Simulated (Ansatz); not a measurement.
Density of states of CdS (P6_3mc) above the conduction band minimum, r2SCAN with spin-orbit coupling, rigid bands (Ansatz, an electronic-structure program); cell volume 98.8 Å³.

(energy from edge (eV), 10⁻³ states/eV/cell): (0.006, 3.67); (0.031, 8.12); (0.056, 11.2); (0.081, 14.1); (0.106, 16.4); (0.131, 18.8); (0.156, 21.3); (0.181, 23.9); (0.206, 26.1); (0.231, 28.9); (0.256, 31.1); (0.281, 33.6); (0.319, 37.7); (0.344, 40.2); (0.369, 42.8); (0.394, 45.2); (0.419, 48.3); (0.444, 50.9); (0.469, 54.0); (0.494, 57.3); (0.519, 60.5); (0.544, 63.2); (0.569, 67.1); (0.594, 69.7)

### Question
What effective density of states at 300 K does this give (∫ g(E) exp(−E/k_BT) dE, both spins, divided by the cell's size)?

### Answer
1.8e18 cm⁻³, a density-of-states mass of 0.172 mₑ, valleys and band degeneracy included.

Geometry: cell and atoms relaxed with PBEsol.
